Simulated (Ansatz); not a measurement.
Given:

```yaml
crystal:
  lattice:
    - [4.91656, 0.00000, 0.00000]
    - [-2.45828, 4.25787, 0.00000]
    - [0.00000, 0.00000, 5.43163]
  atoms:
    - { symbol: Si, position: [0.53120, 0.53120, 0.33333] }
    - { symbol: Si, position: [0.46880, 0.00000, 0.00000] }
    - { symbol: Si, position: [0.00000, 0.46880, 0.66667] }
    - { symbol: O, position: [0.26856, 0.41310, 0.54782] }
    - { symbol: O, position: [0.58690, 0.85546, 0.21449] }
    - { symbol: O, position: [0.14454, 0.73144, 0.88115] }
    - { symbol: O, position: [0.85546, 0.58690, 0.45218] }
    - { symbol: O, position: [0.73144, 0.14454, 0.78551] }
    - { symbol: O, position: [0.41310, 0.26856, 0.11885] }
```

Space group of this cell: P3_221. The cell is taken as given.

The numbers are results of r2SCAN (plane waves, PAW; Ansatz, an electronic-structure program), not measurements.

The current runs along the normal of the first two printed vectors; no spin-orbit coupling. Scaled by the factor s: both lengths across the current (ions clamped). Meshes 12×12×6 and 12×12 across the current in all rows.

```tsv
s	mean pressure (GPa)	band gap (eV)
0.98	8.8	?
1.00	0.1	6.60
1.02	-7.2	6.29
```

### Question
Take the slope of the band gap against ln s from the two given rows, extrapolate to s = 0.98, and say what the run there gives.

### Answer
Slope = (6.29 − 6.60) / ln 1.02 = -15.7 eV. The line gives 6.60 + (-15.7) × ln 0.98 = 6.92 eV. The run gives 6.88 eV, 0.04 eV under the line, 11 % of the predicted step.
